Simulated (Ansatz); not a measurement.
SrGaHO2 (model structure, started from the SrVO2H type, P4/mmm, No. 123, 5 atoms in the cell), treated with PBE (plane waves, PAW; Ansatz, a program for electronic structure).

Run with plane-wave cutoff 520 eV, 10×10×10 k mesh, Fermi–Dirac smearing 0.01 eV, scalar-relativistic PAW data made under PBE.

Cell (relaxed at this level):

Space group P4/mmm (No. 123); a = 3.993 Å, b = 3.993 Å, c = 3.627 Å, α = 90.00°, β = 90.00°, γ = 90.00°

```tsv
atom	site	symmetry	x	y	z
Sr	1d	4/mmm	0.5000	0.5000	0.5000
Ga	1a	4/mmm	0.0000	0.0000	0.0000
O	2f	mmm.	0.0000	0.5000	0.0000
H	1b	4/mmm	0.0000	0.0000	0.5000
```

**Question.** What does this level give for the band gap, Γ–Γ gap and bulk modulus B0?

**Answer.** 
* **band gap**: 0.58 eV (on the SCF k mesh)
* **Γ–Γ gap**: 5.43 eV
* **bulk modulus B0**: 117 GPa

Note: the bulk modulus is −V dP/dV from two relaxed cells at ±2 % in volume; the relaxation could raise the start's symmetry but not lower it, so the cell can be a saddle point.

Spin–orbit coupling is not included.

Static lattice: no zero-point or thermal effects.

A model structure was made by putting elements into a prototype or built by hand; it is no filed structure, need not be a known phase, and can be a saddle point held by its symmetry.
